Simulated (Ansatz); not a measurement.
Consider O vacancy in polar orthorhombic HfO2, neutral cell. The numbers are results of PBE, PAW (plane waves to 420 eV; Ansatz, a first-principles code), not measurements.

Settings: 96 host sites, the relaxed PBE lattice, the Γ point alone, smearing 0.01 eV, spin-restricted, no image-charge correction. No zero-point or tunnelling terms. Spin-orbit coupling is left out. The host's phase is taken as given; its stability against other phases was not computed. The charge state is imposed; whether it is stable for some Fermi level was not computed. Forms of the defect that were not tried may lie lower.

Barriers: single points on a 2×2×2 k-point mesh shifted by half a step at the bands' geometries (they differ from the bands' own by up to 0.16 eV, and are uncertain by about as much).

Relaxed starting cell (atoms counted from 1):

```yaml
crystal:
  lattice:
    - [10.58774, 0.00000, 0.00000]
    - [0.00000, 10.13816, 0.00000]
    - [0.00000, 0.00000, 10.20243]
  atoms:
    - { symbol: Hf, position: [0.26405, 0.36429, 0.13017] }
    - { symbol: Hf, position: [0.26705, 0.36704, 0.62822] }
    - { symbol: Hf, position: [0.26676, 0.86613, 0.12848] }
    - { symbol: Hf, position: [0.26634, 0.86775, 0.62862] }
    - { symbol: Hf, position: [0.76713, 0.36701, 0.12871] }
    - { symbol: Hf, position: [0.76601, 0.36673, 0.62945] }
    - { symbol: Hf, position: [0.76697, 0.86682, 0.12884] }
    - { symbol: Hf, position: [0.76652, 0.86717, 0.62934] }
    - { symbol: Hf, position: [0.48343, 0.36681, 0.37932] }
    - { symbol: Hf, position: [0.48343, 0.36701, 0.87998] }
    - { symbol: Hf, position: [0.48337, 0.86634, 0.37870] }
    - { symbol: Hf, position: [0.48455, 0.86675, 0.87897] }
    - { symbol: Hf, position: [0.98205, 0.36914, 0.38029] }
    - { symbol: Hf, position: [0.98315, 0.36674, 0.87928] }
    - { symbol: Hf, position: [0.98442, 0.86721, 0.37866] }
    - { symbol: Hf, position: [0.98415, 0.86784, 0.87959] }
    - { symbol: Hf, position: [0.23569, 0.13412, 0.37506] }
    - { symbol: Hf, position: [0.23433, 0.13247, 0.87892] }
    - { symbol: Hf, position: [0.23405, 0.63271, 0.37915] }
    - { symbol: Hf, position: [0.23385, 0.63267, 0.87931] }
    - { symbol: Hf, position: [0.73374, 0.13256, 0.37999] }
    - { symbol: Hf, position: [0.73420, 0.13351, 0.87882] }
    - { symbol: Hf, position: [0.73335, 0.63386, 0.37941] }
    - { symbol: Hf, position: [0.73397, 0.63304, 0.87919] }
    - { symbol: Hf, position: [0.01873, 0.13321, 0.13098] }
    - { symbol: Hf, position: [0.01765, 0.13337, 0.62717] }
    - { symbol: Hf, position: [0.01674, 0.63296, 0.12808] }
    - { symbol: Hf, position: [0.01678, 0.63385, 0.63011] }
    - { symbol: Hf, position: [0.51693, 0.13267, 0.12885] }
    - { symbol: Hf, position: [0.51575, 0.13334, 0.62897] }
    - { symbol: Hf, position: [0.51620, 0.63236, 0.12872] }
    - { symbol: Hf, position: [0.51629, 0.63342, 0.62941] }
    - { symbol: O, position: [0.43263, 0.46443, 0.05936] }
    - { symbol: O, position: [0.43294, 0.46645, 0.55732] }
    - { symbol: O, position: [0.43345, 0.96550, 0.05761] }
    - { symbol: O, position: [0.43319, 0.96597, 0.55705] }
    - { symbol: O, position: [0.93198, 0.46709, 0.05618] }
    - { symbol: O, position: [0.93307, 0.46649, 0.55931] }
    - { symbol: O, position: [0.93426, 0.96463, 0.05894] }
    - { symbol: O, position: [0.93280, 0.96693, 0.55694] }
    - { symbol: O, position: [0.31373, 0.46224, 0.31002] }
    - { symbol: O, position: [0.31744, 0.46622, 0.80699] }
    - { symbol: O, position: [0.31756, 0.96456, 0.30633] }
    - { symbol: O, position: [0.31759, 0.96681, 0.80729] }
    - { symbol: O, position: [0.81590, 0.46732, 0.30728] }
    - { symbol: O, position: [0.81736, 0.46560, 0.80797] }
    - { symbol: O, position: [0.81843, 0.96751, 0.30673] }
    - { symbol: O, position: [0.81734, 0.96608, 0.80783] }
    - { symbol: O, position: [0.06845, 0.03718, 0.30879] }
    - { symbol: O, position: [0.06690, 0.03526, 0.80781] }
    - { symbol: O, position: [0.06891, 0.53070, 0.30406] }
    - { symbol: O, position: [0.06704, 0.53408, 0.80819] }
    - { symbol: O, position: [0.56725, 0.03361, 0.30769] }
    - { symbol: O, position: [0.56740, 0.03372, 0.80713] }
    - { symbol: O, position: [0.56597, 0.53388, 0.30786] }
    - { symbol: O, position: [0.56702, 0.53389, 0.80797] }
    - { symbol: O, position: [0.18329, 0.03242, 0.05558] }
    - { symbol: O, position: [0.18264, 0.03445, 0.55870] }
    - { symbol: O, position: [0.18330, 0.53383, 0.05761] }
    - { symbol: O, position: [0.18261, 0.53394, 0.55762] }
    - { symbol: O, position: [0.68316, 0.03366, 0.05725] }
    - { symbol: O, position: [0.68291, 0.03406, 0.55714] }
    - { symbol: O, position: [0.68239, 0.53320, 0.05735] }
    - { symbol: O, position: [0.68310, 0.53417, 0.55783] }
    - { symbol: O, position: [0.13528, 0.26956, 0.75378] }
    - { symbol: O, position: [0.13526, 0.76892, 0.25444] }
    - { symbol: O, position: [0.13616, 0.76901, 0.75425] }
    - { symbol: O, position: [0.63705, 0.26739, 0.25402] }
    - { symbol: O, position: [0.63558, 0.26873, 0.75418] }
    - { symbol: O, position: [0.63566, 0.76864, 0.25390] }
    - { symbol: O, position: [0.63621, 0.76838, 0.75406] }
    - { symbol: O, position: [0.11526, 0.27130, 0.01086] }
    - { symbol: O, position: [0.11603, 0.26879, 0.49680] }
    - { symbol: O, position: [0.11471, 0.76808, 0.00389] }
    - { symbol: O, position: [0.11431, 0.76852, 0.50385] }
    - { symbol: O, position: [0.61459, 0.26828, 0.00419] }
    - { symbol: O, position: [0.61427, 0.26883, 0.50411] }
    - { symbol: O, position: [0.61469, 0.76818, 0.00388] }
    - { symbol: O, position: [0.61416, 0.76879, 0.50425] }
    - { symbol: O, position: [0.36436, 0.23058, 0.00434] }
    - { symbol: O, position: [0.36533, 0.23134, 0.50457] }
    - { symbol: O, position: [0.36494, 0.73093, 0.00389] }
    - { symbol: O, position: [0.36414, 0.73140, 0.50394] }
    - { symbol: O, position: [0.86477, 0.23133, 0.00365] }
    - { symbol: O, position: [0.86419, 0.23174, 0.50393] }
    - { symbol: O, position: [0.86438, 0.73130, 0.00397] }
    - { symbol: O, position: [0.86451, 0.73232, 0.50376] }
    - { symbol: O, position: [0.38441, 0.23066, 0.25426] }
    - { symbol: O, position: [0.38566, 0.23156, 0.75446] }
    - { symbol: O, position: [0.38509, 0.72913, 0.25415] }
    - { symbol: O, position: [0.38617, 0.73201, 0.75409] }
    - { symbol: O, position: [0.89121, 0.23504, 0.25331] }
    - { symbol: O, position: [0.88585, 0.23119, 0.75349] }
    - { symbol: O, position: [0.88617, 0.73147, 0.25425] }
    - { symbol: O, position: [0.88600, 0.73186, 0.75424] }
```

End state 1 differs by these moves (Å; atoms that move under 0.08 Å are left out):

```
atom  element    Δx    Δy     Δz
----  -------  ----  ----  -----
73          O  0.20  0.02  -2.41
```

Problem. What is the computed forward and backward barriers to end state 1 (PBE, PAW)?

Solution. forward 2.42 eV, backward 2.42 eV; at the saddle point atom 73 has neighbours 2 Hf at 1.97 Å. The program found a first-order saddle point.

End state 2 differs by these moves (Å; atoms that move under 0.08 Å are left out):

```csv
atom,element,Δx,Δy,Δz
73,O,-0.01,0.00,0.08
92,O,2.57,0.35,0.01
```

Problem. Predict the forward and backward barriers to end state 2 from PBE, PAW.

Solution. forward 2.32 eV, backward 2.32 eV; at the saddle point atom 92 has neighbours Hf at 1.96, Hf at 1.97 Å. The program found a first-order saddle point.
